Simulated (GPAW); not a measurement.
# Equation of state of rock-salt BaTe (space group 225): energy against volume (GPAW, PBEsol)

```yaml
crystal:
  lattice:
    - [0.00000, 3.39838, 3.39838]
    - [3.39838, 0.00000, 3.39838]
    - [3.39838, 3.39838, 0.00000]
  atoms:
    - { symbol: Ba, position: [0.00000, 0.00000, 0.00000] }
    - { symbol: Te, position: [0.50000, 0.50000, 0.50000] }
```

Level of theory: PBEsol, GPAW PAW datasets PBEsol (made by gpaw-setup) (plane waves; GPAW). Settings: mode = pw; ecut = 585 eV; xc = PBEsol; kpts = 8 8 8; mesh shift (steps) = 0 0 0; occupations.name = fermi-dirac; occupations.width = 0.01 eV; nbands = -8; convergence.forces = 0.001 eV/Å; convergence.bands = -6; symmetry.symmorphic = false; symmetry.tolerance = 0.0005; maxiter = 100. The cell above is the first row's. The rows scale it uniformly. In all rows fractional positions and the k mesh are held. E is the free energy at the stated smearing, counted from the lowest row.

```
V (Å^3/atom)  E (meV/atom)
------------  ------------
39.248               21.23
40.101                9.88
40.954                2.95
41.807                0.00
42.661                0.61
43.514                4.41
44.367               11.08
45.220               20.35
46.073                   ?
```

Problem. Using the third-order Birch-Murnaghan form, a cubic in V^(-2/3), estimate the missing E at V = 46.073 from the other rows, showing the fit.

Solution. With u = V^(-2/3) - 0.0826, the rows have u = 0.0039875, 0.0027552, 0.0015658, 0.0004171, -0.0006946, -0.0017685, -0.0028079, -0.0038145. Least squares gives E = -0.173 - 164.5·u + 1376986·u² + 2590155·u³. Residuals (row less fit): 0.000, -0.001, -0.005, 0.002, 0.005, 0.000, -0.008, 0.004; standard error 0.006 (degrees of freedom: 4). Its minimum lies at u = 0.0000597, so V0 = (0.0826597)^(-3/2) = 42.08. There d²E/du² = 2755000 and d³E/du³ = 1.554e7, so B0 = (4/9) × 42.08^(-7/3) × 2755000 × 0.160218 = 31.9 GPa (the last factor turns the table's units into GPa), and B0' = 4 + (2/3) × 0.0826597 × (1.554e7)/2755000 = 4.3. The program's pressures in the fitted runs (not shown) pass through zero at V = 42.06, 0.03 % from this V0. At the withheld row, u = -0.0047900, so E = -0.173 - 164.5 × (-0.0047900) + 1376986 × (-0.0047900)² + 2590155 × (-0.0047900)³ = 31.924 meV/atom. The calculation gives 31.87 meV/atom, 0.054 meV/atom below the prediction (0.2 % of the range of E in the table). The row lies outside the fitted rows, so this is an extrapolation. From the scatter of the fitted rows alone, a prediction at this place has a standard error of 0.014 meV/atom, so the miss is 3.8 times that.

Carrying the step between the two nearest rows on in a straight line would have given 29.62, off by 2.25; series whose last step already gives the withheld value aren't shown. The scan was laid around a cell of about the measured size, scaled by a guess for this functional. The runs keep the symmetry of the cell, so they don't test it for distortions. Spin-orbit coupling is off. Cutoffs and mesh are single choices, not tested for convergence of this quantity. Series with a scatter that would blur these digits, or in which a gap closes, are not shown. Nor are scans whose minimum lies at an end fitted in this form.

Terms beyond the fitted order, or numerical noise in single rows, can give a miss of this size; the table doesn't tell which.
